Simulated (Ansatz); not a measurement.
Take ZnAu in the CsCl type structure (space group Pm-3m, No. 221; a = 3.1286 Å; relaxed with 0.1 eV smearing) as the base. Axes: x, y, z lie along the cube axes.

Method: Ansatz (a first-principles code), PBEsol, PAW, cutoff 420 eV, no spin-orbit coupling.

For the base:

The pressure comes out as 0.0 GPa and the shortest interatomic distance is 5.120 bohr.

One thing is altered: biaxial strain −0.50 %, plane normal [001], relaxed out of plane (Cartesian); in-plane vectors clamped, the third vector and the atoms free.

### Question
How does this affect the energy relative to the base?

### Answer
The energy hardly moves.

### Question
What does the calculation give for the pressure after the change?

### Answer
The pressure (mean of the normal stresses, compression positive) stays 0.0 GPa.

### Question
Estimate the effect on the out-of-plane strain.

### Answer
The out-of-plane strain comes out as +0.98 %.

### Question
What happens to the shortest interatomic distance?

### Answer
The shortest interatomic distance is still 5.120 bohr.

No phonon test of stability was made.
